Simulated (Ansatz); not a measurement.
We consider AlB2-type ZrB2, described by LDA (Ansatz, a first-principles code, PAW).

Input file:

Ansatz 0.2 input:
```yaml
crystal:
  lattice:
    - [1.5664503408, -2.7131715777, 0.0]
    - [1.5664503408, 2.7131715777, 0.0]
    - [0.0, 0.0, 3.4881498383]
  atoms:
    - { symbol: Zr, position: [0.0, 0.0, 0.0] }
    - { symbol: B, position: [0.3333333333, 0.6666666667, 0.5] }
    - { symbol: B, position: [0.6666666667, 0.3333333333, 0.5] }
basis:
  ecutwfc: 520
  ecutrho_ratio: 4
  xc_grid: 2
kpoints:
  mp_grid: { grid: [24, 24, 16] }
hamiltonian:
  xc: lda
  dispersion: none
  pseudopotentials: { kind: paw }
scf:
  occupations: { method: fermi_dirac, width: 0.05 }
  convergence: { dr2_threshold: 0.0000000003 }
output:
  forces: true
  stress: true
  eigenvalues: true
```

The run printed, among other lines:

```
Crystal: 3 atoms, lattice volume = 29.650 Å³
Basis set: ecut = 520 eV, 787 PW (Γ), exchange–correlation on 48×48×54 points (8 copies of the dense FFT grid, shifted against one another)
Bands: 13, of which v1, the nominal top of the filled ones, is band 9 counted from 1 (8 counted from 0)
Symmetry: 24 space group operations
Space group: P6/mmm (ITA 191), of the structure as read, at distance tolerance 3.1e-5 Å
k-points: 549 of 9216
Functional: x = slater, c = lda
SCF iter   1: F=—  HF=-4380.279742 eV  |F-HF|=—  |Δ(HF+E_count)|=         —  Δρ=5.05e-3  dr2=4.86e-3
SCF iter   2: F=—  HF=-4380.279208 eV  |F-HF|=—  |Δ(HF+E_count)|=   5.34e-4  Δρ=3.11e-3  dr2=2.63e-3
  ...
SCF iter   6: F=—  HF=-4380.278576 eV  |F-HF|=—  |Δ(HF+E_count)|=   7.22e-9  Δρ=2.11e-6  dr2=9.68e-10
SCF iter   7: F=-4380.278576 eV  HF=-4380.278576 eV  |F-HF|=5.46e-12  |Δ(HF+E_count)|=  3.77e-10  Δρ=2.77e-7  dr2=6.01e-12
SCF 1 converged in 7 iterations: F = -4380.278576 eV  dr2 = 6.01e-12
SCF converged after 7 iterations
Free energy (F): -4380.278576 eV
Internal energy: -4380.276517 eV  (E = F + TS)
E sigma→0 (E₀):  -4380.277547 eV
Fermi energy:    16.154815 eV
--- Forces (eV/Å), atoms counted from 1 ---
  atom   1  Zr     0.00000000     0.00000000     0.00000000
  atom   2  B      0.00000000     0.00000000     0.00000000
  atom   3  B     -0.00000000     0.00000000     0.00000000
--- Stress (GPa, compression-positive) ---
        0.000012       0.000000       0.000000
       -0.000000       0.000012       0.000000
        0.000000       0.000000       0.000731
  P = ⅓ Tr σ = 0.0003 GPa (0.003 kbar)
```

The PAW data were made under PBE.
